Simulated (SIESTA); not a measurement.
Input and output of a self-consistent single point for the (111) slab of Ca (cut from a parent of space group no. 225; 3 atoms in the cell) (SIESTA).

Level of theory: GGA PBEsol, numerical atomic orbitals TZP, PseudoDojo PBEsol standard norm-conserving potentials (rewritten from UPF to PSML) (SIESTA).

The change in words: vacuum of 6 angstrom (first run: 14 Å); Slab.DipoleCorrection: default → vacuum. Reference geometry:
```yaml
crystal:
  lattice:
    - [3.95749, 0.00000, 0.00000]
    - [1.97875, 3.42729, 0.00000]
    - [0.00000, 0.00000, 20.46258]
  atoms:
    - { symbol: Ca, position: [0.00000, 0.00000, 0.34209] }
    - { symbol: Ca, position: [0.33333, 0.33333, 0.50000] }
    - { symbol: Ca, position: [0.66667, 0.66667, 0.65791] }
```

Reference input (self-consistent single point, DFT, GGA PBEsol, numerical atomic orbitals TZP, PseudoDojo PBEsol standard norm-conserving potentials (rewritten from UPF to PSML)): XC.functional = GGA; XC.authors = PBEsol; potentials = PseudoDojo PBEsol standard; PAO.BasisSize = TZP; PAO.EnergyShift = 0.01 Ry; MeshCutoff = 300 Ry; kgrid.MonkhorstPack = 9 9 1; OccupationFunction = MP; OccupationMPOrder = 0; ElectronicTemperature = 0.1 eV; MaxSCFIterations = 150; SCF.Mixer.Method = Broyden. This run's input differs from it in these lines:

```diff
@@ -13,3 +13,3 @@
      1.978746000    3.427289000    0.000000000
-     0.000000000    0.000000000   20.462580000
+     0.000000000    0.000000000   12.462574000
 %endblock LatticeVectors
@@ -17,5 +17,5 @@
 %block AtomicCoordinatesAndAtomicSpecies
-     0.000000000    0.000000000    0.342088000  1
+     0.000000000    0.000000000    0.240721000  1
      0.333333000    0.333333000    0.500000000  1
-     0.666667000    0.666667000    0.657912000  1
+     0.666667000    0.666667000    0.759279000  1
 %endblock AtomicCoordinatesAndAtomicSpecies
@@ -35,2 +35,3 @@
 ElectronicTemperature        0.1 eV
+Slab.DipoleCorrection        vacuum
```

Output, abridged:

```
        iscf     Eharris(eV)        E_KS(eV)     FreeEng(eV)     dDmax    Ef(eV) dHmax(eV)
   scf:    1    -3145.315634    -3149.618148    -3149.636046  0.912008 -2.901687  2.595933
   scf:    2    -3150.085665    -3149.946964    -3149.962778  0.098844 -2.841813  2.007756
   scf:    3    -3150.014491    -3149.983153    -3149.998754  0.025409 -2.841031  1.872080
   scf:    4    -3150.135246    -3150.067584    -3150.084176  0.102249 -2.903793  0.064800
   scf:    5    -3150.068001    -3150.067906    -3150.084487  0.002987 -2.908684  0.053153
   [... 20 lines left out ...]
   scf:   26    -3150.068390    -3150.068390    -3150.084675  0.000013 -2.915739  0.000169
   scf:   27    -3150.068390    -3150.068390    -3150.084675  0.000012 -2.915746  0.000156
   scf:   28    -3150.068390    -3150.068390    -3150.084675  0.000011 -2.915752  0.000144
   scf:   29    -3150.068390    -3150.068390    -3150.084675  0.000010 -2.915757  0.000133
SCF Convergence by DM+H criterion
max |DM_out - DM_in|         :     0.0000095430
max |H_out - H_in|      (eV) :     0.0001329858
SCF cycle converged after 29 iterations

Using DM_out to compute the final energy and forces

siesta: E_KS(eV) =            -3150.0684

siesta: E_KS - E_eggbox =     -3150.0684

siesta: Atomic forces (eV/Ang):
     1   -0.000001   -0.000000   -0.306991
     2    0.000002    0.000001   -0.000000
     3   -0.000001   -0.000000    0.306992
   Tot    0.000001    0.000000    0.000000
   Max    0.306992
   Res    0.144717    sqrt( Sum f_i^2 / 3N )
   Max    0.306992    constrained

Stress tensor Voigt[x,y,z,yz,xz,xy] (kbar):      -18.96      -18.94        6.29        0.00       -0.00       -0.02
(Free)E + p*V (eV/cell)    -3148.9730
Target enthalpy (eV/cell)    -3150.0847

   [... lines left out ...]
siesta: FreeEng =     -3150.084675
   [... lines left out ...]
siesta:    -0.011834   -0.000011   -0.000000
siesta:    -0.000011   -0.011821    0.000000
siesta:    -0.000000    0.000000    0.003926

siesta: Cell volume =        169.035776 Ang**3

siesta: Pressure (static):
siesta:                Solid            Molecule  Units
siesta:           0.00007163          0.00002902  Ry/Bohr**3
siesta:           0.00657639          0.00266409  eV/Ang**3
siesta:          10.53653161          4.26834129  kBar
```

The run converged in 29 iterations. Against the reference run the free energy drops by 47.0 meV/atom and the largest force goes from 0.213 to 0.307 eV/Å.

The starting cell has typed, rounded lattice constants, without a prior relaxation at this level. The slab is cut from that crystal, and its faces are unrelaxed. Its lattice was rescaled by up to half a per cent. Values carry the incompleteness of an atom-centred basis.

Cost on one core of a shared machine: roughly 30 s.
